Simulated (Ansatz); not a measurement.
The starting structures come from a database of crystals and need not be the phases stable at ambient conditions.

 Where the default PAW files enter, the runs use the earlier of Ansatz's two default sets.

By PBEsol, the system below comes out a metal.

The ballistic (Sharvin) conductance counts the channels at the Fermi level: G/A = (e²/h) × channels of both spins per area.

```yaml
crystal:
  lattice:
    - [5.74112, 0.00000, 0.00000]
    - [0.00000, 6.22163, 0.00000]
    - [0.00000, 0.00000, 2.98876]
  atoms:
    - { symbol: Ge, position: [0.16961, 0.62680, 0.00000] }
    - { symbol: Ge, position: [0.83039, 0.37320, 0.00000] }
    - { symbol: Ge, position: [0.66961, 0.87320, 0.50000] }
    - { symbol: Ge, position: [0.33039, 0.12680, 0.50000] }
    - { symbol: Pt, position: [0.00000, 0.00000, 0.00000] }
    - { symbol: Pt, position: [0.50000, 0.50000, 0.50000] }
```

Space group of this cell: Pnnm. The cell is taken as given; by PBEsol its mean pressure is -1.8 GPa.

The current flows along the normal of the first two printed cell vectors. No spin-orbit coupling; the value is a mean over 0.1 eV about the Fermi level.

Question: Predict the ballistic conductance per area from Ansatz (a first-principles code) with PBEsol.

Answer: 0.44 × 10¹⁵ S/m² for both spins.
